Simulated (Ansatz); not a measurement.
Worked calculations on one periodic cell of amorphous Si$_{24}$O$_{46}$F$_{4}$: Si24O46F4, 74 atoms, volume 1168.3 Å³, made by a melt-quench on the CHGNet potential and relaxed with DFT. O and F atoms were pushed apart under 1.9 Å during the dynamics, to hinder bonds among them. It is a model cell: composition and starting density were chosen by hand, and all elements were melted together. Cycles of charging were run to anneal it. Method: PBE, scalar-relativistic without spin-orbit coupling (plane waves to 420 eV, PAW; Ansatz, a first-principles code). Sampling: a 2×2×2 Γ-centred mesh; Fermi-Dirac width 0.02 eV; no spin polarisation. Its volume was held where the quench left it, its shape was free, and it stands at a mean pressure of -0.1 GPa with stress components up to 0.1 GPa; the relaxation ran on the zone centre alone. Its density went from a set 2.11 to 2.11 g/cm³. The cell is small and was quenched far faster than a real film, so it is one sample of the glass.

Problem. Count formal charges (Si +4, O -2, F -1). What does the count lead one to expect at the Fermi level, and what does the calculation give?

Solution. 24 × (+4) + 46 × (-2) + 4 × (-1) = 0. The charges balance, so the anion-derived valence states can be full and a gap can open. On this mesh the highest filled and lowest empty level lie 3.93 eV apart; localised defect or tail levels set that (at the zone centre the more localised edge state sits most on one O atom with neighbours Si 1.52 Å), and the nearest spread-out levels lie 5.4 eV apart.

Four energies for an added electron at PBE on the zone centre alone (charged cells in a uniform background, spin-polarised): neutral at the neutral geometry -44665.865 eV; charged at the neutral geometry -44660.346 eV; charged and relaxed -44660.548 eV; neutral at the charged geometry -44664.629 eV.

Problem. Find the two relaxation energies and their sum, the reorganisation energy.

Solution. On charging: -44660.346 − (-44660.548) = 0.202 eV. On discharging: -44664.629 − (-44665.865) = 1.236 eV. The sum is 1.438 eV. The carrier's level spreads over 5 of the 74 atoms' worth, so it counts as localised, most on one Si atom with neighbours O 1.52 Å, O 1.62 Å, O 1.62 Å (neutral geometry). The values are uncorrected: the image energy of a point charge in this cell, 2.84 × 14.40 / (2 × 10.5) = 1.9 eV before screening, is screened by electrons alone at the fixed geometry and by ions too after relaxing, and the carrier can be spread before it relaxes, so each term can be off by up to that value times 1/ε∞, some tenths of an eV. PBE's self-interaction favours spread-out carriers, so a hybrid can localise more.

Four energies for a hole at PBE on the zone centre alone (charged cells in a uniform background, spin-polarised): neutral at the neutral geometry -44665.865 eV; charged at the neutral geometry -44666.587 eV; charged and relaxed -44667.086 eV; neutral at the charged geometry -44664.582 eV.

Problem. Find the two relaxation energies and their sum, the reorganisation energy.

Solution. On charging: -44666.587 − (-44667.086) = 0.499 eV. On discharging: -44664.582 − (-44665.865) = 1.283 eV. The sum is 1.782 eV. The carrier's level spreads over 2 of the 74 atoms' worth, so it counts as localised, most on one O atom with neighbours Si 1.52 Å (neutral geometry). The values are uncorrected: the image energy of a point charge in this cell, 2.84 × 14.40 / (2 × 10.5) = 1.9 eV before screening, is screened by electrons alone at the fixed geometry and by ions too after relaxing, and the carrier can be spread before it relaxes, so each term can be off by up to that value times 1/ε∞, some tenths of an eV. PBE's self-interaction favours spread-out carriers, so a hybrid can localise more.
